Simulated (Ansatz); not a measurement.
The parent structure is BP in the zinc blende structure (space group F-43m, No. 216; a = 4.4905 Å). Axes: x, y, z lie along the cube axes.

The values are results of LDA (Ansatz, a first-principles code; PAW; 420 eV plane waves; spin-orbit coupling left out), not measurements.

It is then changed as follows: an isotropic linear strain of −2.00 %, atoms relaxed at fixed cell.

Q: Predict the stress tensor and what it implies for the stiffness.

A: Stress of the strained cell less that of the base (GPa, compression positive):
```
  11.92    0.00    0.00
   0.00   11.92    0.00
   0.00    0.00   11.92
```

Then B = −ΔP/(ΔV/V₀) with ΔV/V₀ = -0.0588 gives secant stiffness values (nonlinear terms included at this strain): B ≈ 203 GPa.

As a check, the harmonic strain energy −½ V₀ Δσ:ε is 25 meV/atom; the computed energy rise is 24 meV/atom.

No phonon test of stability was made.
